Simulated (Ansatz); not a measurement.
ZnGeO₃ (R-3, No. 148, 10 atoms in the cell; start mp-8285) was calculated with HSE06 (Ansatz, a first-principles code, plane waves, PAW).

Numerical settings: plane-wave cutoff 460 eV, 6×6×6 k mesh, Fermi–Dirac smearing 0.01 eV, scalar-relativistic PAW data made under PBE.

Cell (relaxed with PBEsol):

```cif
data_Ge2O6Zn2
_chemical_formula_sum 'Zn2 Ge2 O6'
_space_group_name_H-M_alt 'P 1'
_space_group_IT_number 1
_cell_length_a 5.43365
_cell_length_b 5.43365
_cell_length_c 5.43365
_cell_angle_alpha 54.569
_cell_angle_beta 54.569
_cell_angle_gamma 54.569
loop_
_space_group_symop_operation_xyz
  'x, y, z'
loop_
_atom_site_label
_atom_site_type_symbol
_atom_site_fract_x
_atom_site_fract_y
_atom_site_fract_z
_atom_site_occupancy
Zn1 Zn 0.36801 0.36801 0.36801 1
Zn2 Zn 0.63199 0.63199 0.63199 1
Ge1 Ge 0.15613 0.15613 0.15613 1
Ge2 Ge 0.84387 0.84387 0.84387 1
O1 O 0.78397 0.04628 0.43901 1
O2 O 0.21603 0.95372 0.56099 1
O3 O 0.04628 0.43901 0.78397 1
O4 O 0.95372 0.56099 0.21603 1
O5 O 0.43901 0.78397 0.04628 1
O6 O 0.56099 0.21603 0.95372 1
```

**Question.** Predict the band gap and smallest direct gap on the k points sampled.

**Answer.** 
- band gap: 4.35 eV (indirect)
- smallest direct gap on the k points sampled: 4.52 eV

Note: cell and atoms aren't relaxed at this level (largest force component 0.40 eV/Å, pressure -2.0 GPa).

Spin–orbit coupling is not included.

Computed values are for the static lattice.

Computing time: very roughly 12 core-minutes.

A start named mp-… is a Materials Project structure, which need not be a measured phase.
